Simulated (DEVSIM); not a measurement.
Device: abrupt Si n-p junction, at 350 K.

Layer 1 from the left is Si, thickness (μm) 0.330, Nd (cm⁻³) 2.7e15, τn (s) 6.2e-5, τp (s) 6.2e-5. Layer 2 from the left is Si, thickness (μm) 42.0, Na (cm⁻³) 1.7e14, τn (s) 6.2e-5, τp (s) 6.2e-5.

Left contact: ohmic. Right contact: ohmic. Voltage is applied to the left contact. Recombination: SRH at mid-gap. Mobility is μmin + (μ − μmin)/(1 + (N/Nref)^α).

Constants are typed, rounded textbook-type inputs, not results; the design itself was drawn at random and stands for no fabricated device. Values at 300 K; Nc and Nv go as T^1.5, mobilities as T to minus their exponent, the gap by Varshni's rule with the affinity fixed.

Si: gap (eV) 1.124, affinity (eV) 4.05, permittivity 11.7, Nc (cm⁻³) 2.86e19, Nv (cm⁻³) 3.1e19, μn (cm²/Vs) 1417, μp (cm²/Vs) 470, μn,min 52, μp,min 45, Nref,n 9.7e16, Nref,p 2.2e17, αn 0.68, αp 0.72, T exponent of μn 2.3, T exponent of μp 2.2, Varshni α (eV/K) 0.000473, Varshni β (K) 636.

DEVSIM, 1D drift-diffusion, Boltzmann statistics, complete ionisation; no tunnelling, impact ionisation, image-force lowering or self-heating.

Dark forward current:

| |V| (V) | |J| (A/cm²) |
|---|---|
| 0.05 | 1.890e-5 |
| 0.10 | 0.0001151 |
| 0.15 | 0.0006036 |
| 0.20 | 0.003022 |
| 0.25 | 0.01384 |
| 0.30 | 0.05067 |
| 0.35 | 0.1368 |
| 0.40 | 0.2900 |
| 0.45 | 0.5237 |
| 0.50 | 0.8471 |
| 0.55 | 1.266 |
| 0.60 | 1.785 |
| 0.65 | 2.406 |
| 0.70 | 3.131 |
| 0.75 | 3.961 |
| 0.80 | 4.896 |
| 0.85 | 5.936 |
| 0.90 | 7.082 |
| 0.95 | 8.332 |
| 1.00 | 9.686 |
| 1.05 | 11.14 |
| 1.10 | 12.70 |
| 1.15 | 14.36 |
| 1.20 | 16.12 |
| 1.25 | 17.98 |
| 1.30 | 19.93 |

Question: Work out the local ideality factor n = ΔV / (kT/q · ln(J2/J1)) between the rows 0.15 and 0.20 V, 1.25 and 1.30 V.

Answer: kT/q = 30.16 mV. From 0.15 to 0.20 V: ln(0.003022/0.0006036) = 1.611, n = 1.03, near the 1 of diffusion or emission over a barrier. From 1.25 to 1.30 V: ln(19.93/17.98) = 0.103, n = 16.10.

Question: Estimate the current at 0.15 V from the Shockley equation with J0 = Σ q ni² D/(N L) coth(W/L), τ joining the SRH, radiative and Auger lifetimes that are on, and W taken as the whole layer.

Answer: ni² = 1.43e23 cm⁻⁶; holes in the n layer: μ = 323 cm²/Vs, D = 9.73 cm²/s, τ = 6.20e-5 s, L = 246 μm, W/L = 0.0013, term 2.50e-6 A/cm²; electrons in the p layer: μ = 981 cm²/Vs, D = 29.6 cm²/s, τ = 6.20e-5 s, L = 428 μm, W/L = 0.098, term 9.51e-7 A/cm². J0 = 3.45e-6 A/cm², and J = J0 exp(qV/kT) = 0.000498 A/cm². The simulation gives 0.000604 A/cm²; the estimate lies 17 % below. The estimate leaves out recombination in the depletion region and that region's share of W.
